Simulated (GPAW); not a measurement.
Band structure of IrW (P-6m2, 2 atoms in the cell).

```
CELL_PARAMETERS angstrom
      2.80608     0.00000     0.00000
     -1.40304     2.43014     0.00000
      0.00000     0.00000     4.48395
ATOMIC_POSITIONS crystal
  Ir 0.00000 0.00000 0.50000
  W  0.66667 0.33333 0.00000
```

Method: LDA (Perdew-Wang 92), GPAW PAW datasets LDA (gpaw-data 1.0.1) (plane waves; GPAW).

Settings: mode = pw; ecut = 550 eV; xc = LDA; kpts = 11 11 6; mesh shift (steps) = 0 0 0; occupations.name = methfessel-paxton; occupations.width = 0.136 eV; occupations.order = 0; nbands = -10; convergence.density = 1e-05 e/electron; symmetry.symmorphic = false; symmetry.tolerance = 0.0005; maxiter = 150; bandpath_npoints = 40.

The starting cell comes from a database of computed structures (which also holds hypothetical and non-ambient phases and stackings), without a prior relaxation at this level. Spin-orbit coupling is off. Spin polarisation is off.

Levels in eV from the Fermi level, bands 12 to 18:
| point | 12 | 13 | 14 | 15 | 16 | 17 | 18 |
|---|---|---|---|---|---|---|---|
| Γ | -2.01 | -1.34 | -1.34 | -0.33 | -0.33 | 0.36 | 3.20 |
| M | -2.29 | -1.72 | -1.04 | 0.94 | 3.70 | 3.90 | 5.34 |
| K | -3.39 | -1.74 | -0.32 | 1.59 | 2.36 | 2.65 | 5.08 |
| A | -3.17 | -1.95 | -1.95 | -1.93 | 0.97 | 0.97 | 3.08 |
| L | -1.72 | -0.25 | 0.68 | 1.08 | 1.40 | 2.87 | 4.52 |
| H | -3.45 | -1.64 | -0.57 | -0.14 | 1.31 | 3.38 | 7.23 |

Bands cross the Fermi level along this path, so the cell is metallic at this level.
